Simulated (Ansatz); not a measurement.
PrPt₂ (Fd-3m, No. 227) was calculated with LDA (Ansatz, a quantum-chemistry and plane-wave program, plane waves, PAW).

Run with plane-wave cutoff 520 eV, 12×12×12 k mesh, Fermi–Dirac smearing 0.05 eV, spin-polarised with parallel moments, scalar-relativistic PAW data made under PBE.

Computed at the level's own relaxed cell.

### Question
Give the computed equilibrium lattice constant a and bulk modulus B0.

### Answer

- equilibrium lattice constant a: 7.589 Å
- bulk modulus B0: 186 GPa

The run finds no gap.

Note: the magnetic order was assumed, not searched for or taken from measurement; the 4f shell is treated without U or exact exchange, so its levels and filling can be wrong; the bulk modulus is −V dP/dV from two relaxed cells at ±2 % in volume.

Spin–orbit coupling is not included.

The result took roughly 7 core-minutes.
